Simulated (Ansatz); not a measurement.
Structures of equal composition on the (111) surface of fcc Ir: a layer of Cr in place of the second plane; a layer of Cr in place of the third plane. The slabs share one bottom face, and each structure is named by its start. These are constructed structures in small cells; real faces may alloy, dewet or reconstruct in larger ones, and not all known structures of the face are among them. Slabs of about 11 Å, Fermi-Dirac smearing of 0.1 eV. Bottom of the slabs: a bare face, its two planes held. Relaxed from the named starts with such symmetry as they have, on meshes of like density; energies extrapolated to zero smearing; spin only where a row says so; no spin-orbit coupling, no U. Brackets mark spin-polarised runs, whose order is one that fits the cell.

Method: PBE (plane waves to 420 eV, PAW; Ansatz, an electronic-structure program).

Rank these by energy per 1x1 cell (lowest first), as PBE gives it.

a layer of Cr in place of the second plane (0.000 eV [spin start, no net moment]), a layer of Cr in place of the third plane (0.461 eV [spin start, no net moment])
